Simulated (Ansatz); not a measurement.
Take WSi$_{2}$ (space group I4/mmm, No. 139; a = 3.212 Å, c = 7.806 Å) as the base.

Calculations: r2SCAN (Ansatz, a program for electronic structure; PAW; 500 eV plane waves; scalar-relativistic without spin-orbit coupling), earlier PAW set.

It is then changed as follows: Mo takes the place of W on all its sites, then cell and atoms are relaxed.

Measured lattice parameter a: WSi2 3.21395 Å (temperature not stated; as listed in Orest Pavlosiuk et al., Phys. Rev. B (2022)); MoSi2 3.20519 Å (temperature not stated; as listed in Orest Pavlosiuk et al., Phys. Rev. B (2022)).

How well does r2SCAN reproduce the measured shift?

With r2SCAN the lattice parameter a moves by -0.010 Å (3.212 → 3.202) against -0.009 Å measured.

Whether these cells are dynamically stable was not tested. All final runs are without spin polarisation.
